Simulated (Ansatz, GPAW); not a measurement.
## HfMg₆Zn (Amm2, 8 atoms in the cell) computed with different codes at matched settings

Self-consistent single point.

```
HfMg6Zn
1.0
    4.94031     0.00000     0.00000
    0.00000     3.13623     5.53566
    0.00000    -3.13623     5.53566
Mg Hf Zn
6 1 1
Direct
  0.50000   0.83099   0.33695
  0.50000   0.33695   0.83099
  0.50000   0.33158   0.33158
  0.00000   0.67479   0.16463
  0.00000   0.16463   0.67479
  0.00000   0.16683   0.16683
  0.00000   0.67656   0.67656
  0.50000   0.81766   0.81766
```

Shared settings, as Ansatz (a first-principles code) writes them: kpoints.mp_grid.grid = 4 3 3; scf.occupations.method = fermi_dirac; scf.occupations.width = 0.0073 Ry. Potentials and cutoffs stand in the table.

```csv
code,model,pressure (GPa),largest force (eV/Å),cutoff
GPAW,"PBEsol, GPAW PAW datasets PBEsol (made by gpaw-setup)",-1.45,0.101,800 eV
Ansatz,"PBEsol, PAW files made with PBE",-1.49,0.103,default
```

Size of the force on each atom (eV/Å): Sizes of forces hide their directions.

```
code      Mg1    Mg2    Mg3    Mg4    Mg5    Mg6    Hf7    Zn8
------  -----  -----  -----  -----  -----  -----  -----  -----
GPAW    0.053  0.053  0.063  0.045  0.045  0.047  0.101  0.061
Ansatz  0.056  0.056  0.062  0.046  0.046  0.047  0.103  0.065
```

On Ansatz's run: spin-orbit coupling is off.

The spread over the programs that give each value: pressure within 0.04 GPa; largest force within 0.002 eV/Å.

Ansatz's pressure is given at a fixed set of plane waves, as the other plane-wave codes print theirs.

The shared mesh is coarse (it stands for a supercell whose shortest vector is 19 Å), so the values are not converged in it.

The starting cell comes from a database of computed structures (which also holds hypothetical and non-ambient phases and stackings), without a prior relaxation at this level. Its lattice was rescaled by a random factor within 2.5 % of one.

Left out of this page: CP2K (unsound by tests on forces, stress, charge or solver warnings).

Keys are those of Ansatz 0.2.
